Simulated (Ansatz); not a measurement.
Take PdCl2 in the fluorite structure (space group Fm-3m, No. 225; a = 6.322 Å; ferromagnetic; a hypothetical phase, not in the database extracts checked) as the base.

(Cell as relaxed with PBE.)

Levels (all Ansatz, a quantum-chemistry and plane-wave program, PAW): PBE (420 eV, spin-orbit coupling left out); PBEsol (420 eV, without spin-orbit coupling).

Each level relaxes its own structure.

```tsv
quantity	PBE	PBEsol
volume per atom	21.06 Å³	…
lattice parameter a	6.322 Å	…
band gap	zero	…
magnetic state	ferromagnetic	…
largest site moment	1.12 μB	…
```

Task: Predict the PBEsol column.

Result: 
- volume per atom, PBEsol: 19.57 Å³
- lattice parameter a, PBEsol: 6.169 Å
- band gap, PBEsol: zero
- magnetic state, PBEsol: ferromagnetic
- largest site moment, PBEsol: 1.06 μB

PBE's volume per atom lies 1.49 Å³ above PBEsol's (7.6 %); PBE's lattice parameter a lies 0.153 Å above PBEsol's (2.5 %); PBE's largest site moment lies 0.06 μB above PBEsol's; the two agree on the band gap and magnetic state. Neither level is exact; PBEsol is the comparison here, not a measurement.

Other magnetic orders, which the real material may have, were not ruled out. No phonon test of stability was made. No Hubbard U is applied, and correlation can decide whether such a compound is a metal.
